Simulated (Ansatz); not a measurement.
A computed series for ZrIr2: pressure series

The parent structure is ZrIr$_{2}$ in the cubic Laves (MgCu2 type) structure (space group Fd-3m, No. 227; a = 7.346 Å).

Cell and atoms are relaxed at each pressure.

Level of theory: Ansatz (an electronic-structure program) PBEsol, without spin-orbit coupling.

```
pressure (GPa)  volume per atom (Å³/atom)
--------------  -------------------------
-1                                 16.583
0                                  16.521
0.3                                16.502
0.7                                16.478
1.5                                16.431
3                                  16.342
5                                  16.229
7.5                                     ?
10                                 15.964
```

Task: Fit the third-order Birch–Murnaghan form P(V) = (3B₀/2)[(V₀/V)^(7/3) − (V₀/V)^(5/3)]·[1 + (3/4)(B₀′ − 4)((V₀/V)^(2/3) − 1)] (squares taken in P) to the rows shown and predict the withheld row.

Result: Least squares on the printed values gives V₀ = 16.521 Å³/atom, B₀ = 269 GPa, B₀′ = 4.7; this predicts 16.093 Å³/atom, and the run gives 16.094 Å³/atom, in agreement.

Load acts through the strain it causes; cell and atoms are relaxed under it. Stability against distortions was not tested. No other phases were tried under pressure. The final runs are not spin-polarised.
